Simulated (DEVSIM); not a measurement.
Device: illuminated Si n-on-p cell, one wavelength, with a back-surface field, at 300 K.

Layer 1 from the left is Si, thickness (μm) 0.210, Nd (cm⁻³) 3e18, τn (s) 7.7e-5, τp (s) 2e-6, absorption coefficient (cm⁻¹) 260. Layer 2 from the left is Si, thickness (μm) 200, Na (cm⁻³) 5.9e16, τn (s) 8.5e-5, τp (s) 8.5e-5, absorption coefficient (cm⁻¹) 260. Layer 3 from the left is Si, thickness (μm) 1.20, Na (cm⁻³) 1.5e18, τn (s) 8.5e-5, τp (s) 8.5e-5, absorption coefficient (cm⁻¹) 260.

Left contact: ohmic, minority hole recombination velocity 1e6 cm/s. Right contact: ohmic, minority electron recombination velocity 3e6 cm/s. Voltage is applied to the left contact. Recombination: SRH at mid-gap, radiative, Auger. Light enters at the left, 1.5e17 photons cm⁻² s⁻¹, one pass, no reflection. Mobility is μmin + (μ − μmin)/(1 + (N/Nref)^α).

The device is made up for the run: typed textbook-type constants, with dimensions and the other settings drawn at random. Values at 300 K.

Si: gap (eV) 1.124, affinity (eV) 4.05, permittivity 11.7, Nc (cm⁻³) 2.86e19, Nv (cm⁻³) 3.1e19, μn (cm²/Vs) 1417, μp (cm²/Vs) 470, μn,min 52, μp,min 45, Nref,n 9.7e16, Nref,p 2.2e17, αn 0.68, αp 0.72, B (cm³/s) 4.7e-15, Cn (cm⁶/s) 2.8e-31, Cp (cm⁶/s) 9.9e-32.

DEVSIM, 1D drift-diffusion, Boltzmann statistics, complete ionisation; no tunnelling, impact ionisation, image-force lowering or self-heating.

Dark forward current:

| |V| (V) | |J| (A/cm²) |
|---|---|
| 0.10 | 1.119e-10 |
| 0.15 | 5.129e-10 |
| 0.20 | 2.746e-9 |
| 0.25 | 1.671e-8 |
| 0.30 | 1.092e-7 |
| 0.35 | 7.373e-7 |
| 0.40 | 5.050e-6 |
| 0.45 | 3.479e-5 |
| 0.50 | 0.0002402 |
| 0.55 | 0.001660 |
| 0.60 | 0.01146 |
| 0.65 | 0.07841 |
| 0.70 | 0.5083 |
| 0.75 | 2.640 |
| 0.80 | 9.353 |
| 0.85 | 24.46 |
| 0.90 | 52.30 |
| 0.95 | 96.58 |
| 1.00 | 159.7 |
| 1.05 | 242.9 |
| 1.10 | 346.6 |
| 1.15 | 470.3 |
| 1.20 | 613.5 |
| 1.25 | 775.3 |
| 1.30 | 954.7 |
| 1.35 | 1151 |

Task: Work out the local ideality factor n = ΔV / (kT/q · ln(J2/J1)) between the rows 0.15 and 0.20 V, 0.50 and 0.55 V, 1.30 and 1.35 V.

Result: kT/q = 25.85 mV. From 0.15 to 0.20 V: ln(2.746e-9/5.129e-10) = 1.678, n = 1.15. From 0.50 to 0.55 V: ln(0.001660/0.0002402) = 1.933, n = 1.00, near the 1 of diffusion or emission over a barrier. From 1.30 to 1.35 V: ln(1151/954.7) = 0.187, n = 10.34.

Task: What current could the absorbed light give at most, and what share is collected?

Result: Σ αd = 5.24, so qΦ(1 − exp(−Σ αd)) = 23.9 mA/cm². The simulated short-circuit current is 20.69 mA/cm², a share of 0.87.

Task: Estimate the open-circuit voltage by superposition: the voltage at which the dark current equals that short-circuit current.

Result: Interpolating ln J in the table gives 0.615 V. The simulation gives 0.615 V, the same within the digits that matter. Superposition holds where collection doesn't change with voltage.

Task: Estimate the fill factor from FF0 = (v − ln(v + 0.72))/(v + 1), v = qVoc/(nkT), with n from the dark curve.

Result: The rows about Voc, 0.60 and 0.65 V, give n = 1.01, so v = 23.7 and FF0 = 0.830. The simulation gives 0.831, the same within the digits that matter.
